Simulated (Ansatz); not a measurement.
# Smallest direct gap on the k points sampled of Y2SiO5 (P2₁/c, No. 14, 32 atoms in the cell; start mp-554420) at several levels of theory

No measured value is used here.

```csv
level (code),value (eV)
LDA (Ansatz),4.86
PBEsol (Ansatz),4.93
r²SCAN (Ansatz),5.63
HSE06 (Ansatz),…
```

Q: Complete the blanks.

A: 
- HSE06 (Ansatz, a program for electronic structure), value (eV): 6.75

At these levels the smallest gap is indirect and lower: LDA 4.71, PBEsol 4.77, r²SCAN 5.47, HSE06 6.58 eV. Computed values are for a static lattice. Levels without +SOC have no spin–orbit coupling; where heavier elements are present it shifts gaps, mostly down, and can invert bands.  Values are at the PBEsol cell. Cutoffs and k meshes differ between the levels. Ansatz's density-functional and Hartree–Fock values are scalar-relativistic unless marked +SOC, with PAW data made under PBE.

A start named mp-… is a Materials Project structure, which need not be a measured phase.
